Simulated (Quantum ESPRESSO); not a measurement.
**Sensitivity of a calculation on the (100) slab of Zn3Sb (cut from a parent of space group no. 139; 16 atoms in the cell) to its settings**

```xyz
16
Lattice="4.1450 0.0000 0.0000 0.0000 8.5412 0.0000 0.0000 0.0000 18.2175" Properties=species:S:1:pos:R:3 pbc="T T T"
Zn     2.0725     2.1353     8.0725
Zn     0.0000     2.1353     6.0000
Zn     2.0725     0.0000     6.0000
Zn     0.0000     6.4059     6.0000
Zn     2.0725     6.4059     8.0725
Zn     0.0000     4.2706     8.0725
Zn     2.0725     2.1353    12.2175
Zn     0.0000     2.1353    10.1450
Zn     2.0725     0.0000    10.1450
Zn     0.0000     6.4059    10.1450
Zn     2.0725     6.4059    12.2175
Zn     0.0000     4.2706    12.2175
Sb     0.0000     0.0000     8.0725
Sb     2.0725     4.2706     6.0000
Sb     0.0000     0.0000    12.2175
Sb     2.0725     4.2706    10.1450
```

Base run A: Quantum ESPRESSO with PBE, PSlibrary PAW (PBE) pseudopotentials, self-consistent single point.

Its settings: ecutwfc = 50 Ry; ecutrho = 300 Ry; occupations = smearing; smearing = marzari-vanderbilt; degauss = 0.0073499 Ry; mixing_mode = local-TF; potentials = {Zn: Zn.pbe-dn-kjpaw_psl.1.0.0.UPF, Sb: Sb.pbe-n-kjpaw_psl.1.0.0.UPF}; K_POINTS = automatic 4 2 1 0 0 0; conv_thr = 1e-10 Ry; mixing_beta = 0.4.

The starting cell comes from a database of computed structures (which also holds hypothetical and non-ambient phases and stackings), without a prior relaxation at this level. The slab is cut from that crystal, and its faces are unrelaxed. Without a gap this mesh is coarse (it stands for a supercell whose shortest in-plane vector is 17 Å).

ΔF is the free energy per atom less that of run A. A dash stands where there is no value to compare (another energy zero or no entropy term, no result, no spin, no clean gap, or a mesh too coarse for one). Absolute energies have different zeros for different potentials, functionals, Hubbard and dispersion terms and are not compared across them.

Run A gave: largest force (eV/Å) 0.351; k-points 6.

Runs:
- B: conv_thr: 1e-10 Ry → 7.3e-05 Ry
- C: vdw_corr: default → grimme-d2 [PBE-D2]
- D: ecutrho: 300 Ry → 400 Ry
- E: smearing: marzari-vanderbilt → fermi-dirac; degauss: 0.0073499 Ry → 0.0147 Ry
- F: degauss: 0.0073499 Ry → 0.002205 Ry; K_POINTS: automatic 4 2 1 0 0 0 → automatic 6 3 1 0 0 0
- G: vacuum of 15 angstrom (first run: 12 Å)

Problem. What does run B change against A?

Solution. The free energy is nearly the same (within 1 meV/atom) and the largest force goes from 0.351 to 0.527 eV/Å.

Problem. What does run E change against A?

Solution. The free energy goes down by 33.6 meV/atom and the largest force goes from 0.351 to 0.328 eV/Å.

```tsv
run	ΔF (meV/atom)	largest force (eV/Å)	k-points
A	0.00	0.351	6
B	0.01	0.527	6
C	–	0.451	6
D	0.00	0.351	6
E	-33.6	0.328	6
F	-14.7	0.339	8
G	0.05	0.351	6
```
